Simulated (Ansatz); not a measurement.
For CdTe (within 0.1 Å of P6₄22, No. 181, 6 atoms in the cell; start mp-1492; a measured phase of this formula has another space group), LDA in Ansatz (PAW) gives:

| Quantity | Result |
|---|---|
| equilibrium volume per atom | 29.25 Å³/atom |
| bulk modulus B0 | 42.5 GPa |
| cohesive energy | 2.69 eV/atom |
| band gap | 0.08 eV |
| enthalpy of formation | -0.283 eV/atom |

**Question.** What does r²SCAN (plane waves, PAW; Ansatz, an electronic-structure program) give for the same quantities?

**Answer.** 
- equilibrium volume per atom: 31.44 Å³/atom (increases by 7.5 %)
- bulk modulus: 45.0 GPa (rises by 5.9 %)
- cohesive energy: 2.14 eV/atom (falls by 0.55 eV/atom)
- band gap: 0.60 eV (goes up by 0.52 eV)
- formation enthalpy: -0.472 eV/atom (moves by -0.189 eV/atom)

Changes are worked out from the printed values.

Unless a cell is named, each level is at its own relaxed cell (LDA 29.25, r²SCAN 31.44 Å³/atom).

Levels without +SOC leave out spin–orbit coupling, which shifts energies and cells of such heavy elements.

Spin–orbit coupling is included only where a level's name says +SOC; with heavier elements it mostly lowers gaps and can invert bands. Density-functional gaps are differences of (generalised) Kohn–Sham levels.

Caveats: the bulk modulus is −V dP/dV from two relaxed cells at ±2 % in volume (LDA, r²SCAN); the relaxation could not lower the start's symmetry, so the cell can be a saddle point above a distorted one (LDA, r²SCAN). Ansatz's density-functional and Hartree–Fock values are scalar-relativistic unless marked +SOC, with PAW data made under PBE.

A start named mp-… is a Materials Project structure, which need not be a measured phase.
